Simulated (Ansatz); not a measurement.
The parent structure is PbS in the rock salt structure (space group Fm-3m, No. 225; a = 5.9030 Å).

Structures relaxed with PBEsol (Ansatz, an electronic-structure program, PAW, without spin-orbit coupling).

Base:

Simulated powder pattern, Cu Kα1, λ = 1.54056 Å (kinematic, ideal powder, no thermal factors, no anomalous dispersion; the 14 strongest lines at most, above 2 %, up to 2θ = 90°):

| 2θ (°) | I/Imax (%) | hkl |
|---|---|---|
| 26.12 | 97 | (111) |
| 30.26 | 100 | (200) |
| 43.32 | 75 | (220) |
| 51.29 | 51 | (311) |
| 53.75 | 27 | (222) |
| 62.93 | 13 | (400) |
| 69.33 | 21 | (331) |
| 71.40 | 35 | (420) |
| 79.47 | 27 | (422) |
| 85.38 | 17 | (511) |

Now apply this change: Tl takes the place of Pb on all its sites, then cell and atoms are relaxed.

Predict the new powder pattern.


Simulated powder pattern, Cu Kα1, λ = 1.54056 Å (kinematic, ideal powder, no thermal factors, no anomalous dispersion; the 14 strongest lines at most, above 2 %, up to 2θ = 90°):

```tsv
2θ (°)	I/Imax (%)	hkl
26.95	97	(111)
31.22	100	(200)
44.73	74	(220)
53.00	50	(311)
55.55	26	(222)
65.11	12	(400)
71.80	21	(331)
73.97	34	(420)
82.46	26	(422)
88.70	17	(511)
```

The indices refer to each structure's own conventional cell; one index is shown for lines that coincide.

Whether these cells are dynamically stable was not tested. As relaxed here, TlS is a hypothetical phase, not in the database extracts checked. The base started in Pnma and relaxed to Fm-3m at this level. All final runs are without spin polarisation. An odd electron count without spin: TlS.
